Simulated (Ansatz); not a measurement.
By PBEsol, the system below comes out a metal.

A figure of merit of an interconnect metal is its ballistic conductance per area.

Consider the following.

```
CELL_PARAMETERS angstrom
      2.61436     0.00000     0.00000
     -1.30718     2.26410     0.00000
      0.00000     0.00000     5.01935
ATOMIC_POSITIONS crystal
  Zn 0.33333 0.66667 0.25000
  Zn 0.66667 0.33333 0.75000
```

Space group of this cell: P6_3/mmc, hcp (Mg type). The cell is strained (lengths along the current scaled by 1.03, ions clamped); by PBEsol its mean pressure is -3.0 GPa.

The current flows along the normal of the first two printed cell vectors, the (001) (indices of the unstrained crystal) plane of the conventional cell. No spin-orbit coupling; the value is a mean over 0.1 eV about the Fermi level.

Q: Estimate the ballistic conductance per area that Ansatz (a program for electronic structure) with PBEsol returns for this system.

A: 0.84 × 10¹⁵ S/m² for both spins.
